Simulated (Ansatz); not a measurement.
Structures of equal composition on the (111) surface of fcc Al: a layer of Ir in place of the second plane; a layer of Ir in place of the third plane. The slabs share one bottom face, and each structure is named by its start. These are constructed structures in small cells; real faces may alloy, dewet or reconstruct in larger ones, and not all known structures of the face are among them. Slabs of about 12 Å, Fermi-Dirac smearing of 0.1 eV. Bottom of the slabs: a bare face, its two planes held. Relaxed from the named starts with such symmetry as they have, on meshes of like density; energies extrapolated to zero smearing; spin only where a row says so; no spin-orbit coupling, no U. Brackets mark spin-polarised runs, whose order is one that fits the cell.

Level of theory: PBE (plane waves to 420 eV, PAW; Ansatz, a quantum-chemistry and plane-wave program).

Task: Put the candidates in order of energy per 1x1 cell, lowest first, for PBE.

Result: a layer of Ir in place of the third plane (0.000 eV), a layer of Ir in place of the second plane (0.226 eV)
